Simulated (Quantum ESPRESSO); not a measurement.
Band structure of LiVO₂ (R-3m, 4 atoms in the cell).

```
CELL_PARAMETERS angstrom
      1.41865     0.81906     4.92447
     -1.41865     0.81906     4.92447
      0.00000    -1.63812     4.92447
ATOMIC_POSITIONS crystal
  V  0.50000 0.50000 0.50000
  O  0.24180 0.24180 0.24180
  O  0.75820 0.75820 0.75820
  Li 0.00000 0.00000 0.00000
```
Moments meant for the start (each program seeds them in its own way; μB, in the order of the atoms V O O Li): 2.0 0.0 0.0 0.0.

Computed with PBEsol, GBRV 1.5 ultrasoft (PBESOL) pseudopotentials (plane waves; Quantum ESPRESSO 7.5).

Settings: ecutwfc = 50 Ry; ecutrho = 400 Ry; occupations = smearing; smearing = fd; degauss = 0.0073499 Ry; nspin = 2; potentials = {V: v_pbesol_v1.4.uspp.F.UPF, O: o_pbesol_v1.2.uspp.F.UPF, Li: li_pbesol_v1.4.uspp.F.UPF}; K_POINTS = automatic 4 4 4 0 0 0; conv_thr = 1e-10 Ry; mixing_beta = 0.4.

The starting cell comes from a database of published, mostly measured structures (it also holds non-ambient and calculated ones), without a prior relaxation at this level. The moments shrank to a small part of their start, a low-spin state that need not be the lowest.

Levels in eV from the Fermi level, bands 11 to 18 of the first spin channel:
```csv
point,11,12,13,14,15,16,17,18
Γ,-4.25,-3.70,-3.70,-0.67,-0.67,0.02,2.61,2.61
L,-6.23,-5.14,-4.57,-1.24,0.63,0.90,2.73,2.82
Z,-5.71,-3.76,-3.76,-0.66,-0.66,0.18,2.60,2.60
F,-5.90,-5.15,-4.82,-1.58,0.63,0.90,3.01,3.21
P1,-5.97,-5.14,-4.76,-1.51,0.63,0.88,2.97,2.97
P,-5.97,-5.14,-4.76,-1.51,0.63,0.88,2.97,2.97
```

Bands cross the Fermi level along this path, so the cell is metallic at this level.

The net moment of the cell came out as 0.65 μB.
